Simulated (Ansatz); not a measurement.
System: cubic perovskite CsSnI3 (cubic high-temperature phase). Method: B3LYP (VWN-RPA form) (PAW; Ansatz, an electronic-structure program).

Settings: plane-wave cutoff 460 eV, 4×4×4 k mesh, Fermi–Dirac smearing 0.01 eV, scalar-relativistic PAW data made under PBE.

The cell has the measured lattice: a = b = c = 6.2190 Å, α = β = γ = 90.00°.

**Question.** Estimate the band gap and Γ–Γ gap that the calculation returns.

**Answer.** 
- band gap = 1.22 eV (on the SCF k mesh)
- Γ–Γ gap = 5.67 eV

Note: held by symmetry at 0 K, a high-temperature phase can be a saddle point; cell and atoms aren't relaxed at this level (pressure 1.6 GPa).

Spin–orbit coupling is not included; with these elements it can move the gap by several tenths of an eV or more.

Computed values are for the static lattice.

Cost on a shared machine: about 3 core-minutes (a rough figure).
